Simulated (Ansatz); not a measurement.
Consider Ti₃Al (space group P6_3/mmc, No. 194; a = 5.687 Å, c = 4.608 Å).

Calculations: DFT with PBEsol, PAW potentials and a 420 eV plane-wave cutoff in Ansatz (a program for electronic structure), scalar-relativistic without spin-orbit coupling, earlier PAW set.

For the base:

```
Item       Result
--------  -------
Pressure  0.0 GPa
Band gap     zero
```

Perturbation: an isotropic linear strain of −0.25 %, atoms relaxed at fixed cell.

How does this affect the energy relative to the base, pressure and band gap?

The energy increases by 0.4 meV/atom; the pressure (mean of the normal stresses, compression positive) goes from zero to 0.9 GPa; the band gap is still zero.

No phonon test of stability was made. All final runs are without spin polarisation.
